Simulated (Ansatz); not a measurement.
The reference is KTaO3 in the cubic perovskite structure (space group Pm-3m, No. 221; a = 4.023 Å).

Computed with PBE (Ansatz, a first-principles code; PAW; 420 eV plane waves; scalar-relativistic without spin-orbit coupling), earlier PAW set.

For the base:

The band gap comes out as 2.17 eV and the lattice parameter a comes out as 4.023 Å.

Modification: cell and atoms relaxed at a pressure of 45 GPa.

Q: Estimate the effect on the band gap.

A: The band gap rises by 0.35 eV (2.17 eV → 2.52 eV).

Q: What does the calculation give for the lattice parameter a after the change?

A: The lattice parameter a falls by 0.215 Å, from 4.023 Å to 3.808 Å.

With Ta present, leaving out spin-orbit coupling can change the band edges. Load acts through the strain it causes; cell and atoms are relaxed under it. Whether these cells are dynamically stable was not tested. No other phases were tried under pressure.
